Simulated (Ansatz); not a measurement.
The starting structures come from a database of crystals and need not be the phases stable at ambient conditions.

Inside the gap of an insulator the Bloch states are evanescent, with a wavenumber k + iκ along the transport direction.

Data:

```yaml
crystal:
  lattice:
    - [7.31532, 0.00000, 0.00000]
    - [2.43520, 6.89810, 0.00000]
    - [1.62671, -4.02446, 2.22650]
  atoms:
    - { symbol: Sr, position: [0.00000, 0.00000, 0.00000] }
    - { symbol: As, position: [0.66667, 0.83333, 0.50000] }
    - { symbol: As, position: [0.33333, 0.16667, 0.50000] }
    - { symbol: O, position: [0.00000, 0.69060, 0.30705] }
    - { symbol: O, position: [0.00000, 0.30940, 0.69295] }
    - { symbol: O, position: [0.61645, 0.07415, 0.45770] }
    - { symbol: O, position: [0.38355, 0.92585, 0.54230] }
    - { symbol: O, position: [0.38355, 0.30705, 0.30705] }
    - { symbol: O, position: [0.61645, 0.69295, 0.69295] }
```

Space group of this cell: P-31m. The cell is taken as given.

Transport runs along the normal of the first two printed cell vectors, the (111) plane of the conventional cell.

No gap correction and no spin-orbit coupling; mid-gap values are interpolated between computed energies.

Problem. State the band gap and the smallest decay constant κ at mid-gap according to Ansatz (a program for electronic structure) with r2SCAN.

Solution. Gap 4.37 eV on a 14×14×14 mesh; κ = 0.354 1/Å, at the zone centre.
